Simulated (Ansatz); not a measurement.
# SiC in the wurtzite structure (space group P6_3mc, No. 186)

```cif
data_C2Si2
_chemical_formula_sum 'Si2 C2'
_space_group_name_H-M_alt 'P63mc'
_space_group_IT_number 186
_space_group_name_Hall 'P 6c -2c'
_cell_length_a 3.07548
_cell_length_b 3.07548
_cell_length_c 5.04859
_cell_angle_alpha 90.000
_cell_angle_beta 90.000
_cell_angle_gamma 120.000
loop_
_atom_site_label
_atom_site_type_symbol
_atom_site_symmetry_multiplicity
_atom_site_Wyckoff_symbol
_atom_site_fract_x
_atom_site_fract_y
_atom_site_fract_z
_atom_site_occupancy
Si1 Si 2 b 0.66667 0.33333 0.00050 1
C1 C 2 b 0.33333 0.66667 0.12470 1
```

Calculations: r2SCAN (Ansatz, a quantum-chemistry and plane-wave program; PAW; 500 eV plane waves; scalar-relativistic without spin-orbit coupling), earlier PAW set. k-mesh 12×12×7 (Γ-centred); smearing 0.05 eV (Fermi–Dirac).

| Quantity | Result |
|---|---|
| Volume per atom | 10.34 Å³ |
| Density | 3.22 g/cm³ |
| Band gap | 2.65 eV, indirect, Γ → K |
| Electron mass | 0.26 mₑ along c, 0.43 mₑ across |
| Total energy | -445.661 eV/atom (σ→0; compares only within this code and set-up) |

Masses are band curvatures over ±0.01 Å⁻¹ around the edge. Gaps are Kohn–Sham eigenvalue differences; semilocal functionals usually give less than the measured gap. Stability against distortions was not tested.
